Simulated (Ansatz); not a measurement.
Bond-angle distributions (per cent of the angles at each element, bins of 10°) of a relaxed model of amorphous Cu10Ni10Pd10Pt10P10 at 11.00 g/cm³. Method: PBE, scalar-relativistic without spin-orbit coupling (plane waves to 420 eV, PAW; Ansatz, a quantum-chemistry and plane-wave program).

It comes from a melt-quench run on a machine-learned potential (CHGNet), relaxed afterwards by DFT. The hot cell started wider than the set density and was brought back towards it in steps. It is the lowest in DFT energy of 3 quenches. It is a model cell: composition and starting density were chosen by hand, and all elements were melted together. No dispersion term was used. Its density started from a set value of 11.41 and ended at 11.00 g/cm³. The quench (nominally 140 K/ps over its main leg) was far faster than any real one, so the model tends to hold more defects than a real film. One small periodic cell is one sample of the glass; other quenches scatter about these values. Volume and shape were free in the relaxation. On a 2×2×2 Γ-centred mesh force components of up to 0.24 eV/Å stay, since the relaxation ran on one k-point at (1/4, 1/4, 1/4).

Neighbours within Cu-Cu 3.20 Å, Cu-Ni 2.84 Å, Cu-Pd 3.34 Å, Cu-Pt 3.10 Å, Cu-P 2.66 Å, Ni-Ni 3.06 Å, Ni-Pd 3.16 Å, Ni-Pt 3.20 Å, Ni-P 2.56 Å, Pd-Pd 3.16 Å, Pd-Pt 3.34 Å, Pd-P 2.84 Å, Pt-Pt 3.36 Å, Pt-P 2.70 Å, P-P 2.57 Å count as bonded.

| angle (°) | at Cu | at Ni | at Pd |
|---|---|---|---|
| 50-60 | 17 | 17 | 21 |
| 60-70 | 16 | 15 | 8 |
| 70-80 | 5 | 6 | 5 |
| 80-90 | 7 | 5 | 7 |
| 90-100 | 6 | 8 | 10 |
| 100-110 | 13 | 10 | 12 |
| 110-120 | 11 | 13 | 9 |
| 120-130 | 8 | 8 | 7 |
| 130-140 | 6 | 6 | 6 |
| 140-150 | 4 | 4 | 5 |
| 150-160 | 3 | 4 | 5 |
| 160-170 | 3 | 3 | 3 |
| 170-180 | 1 | 1 | 1 |

They go with these counts of neighbours within the cut-offs, cation contacts included: Cu mean 10.6, most often 10; Ni mean 10.3, most often 11; Pd mean 11.8, most often 12.
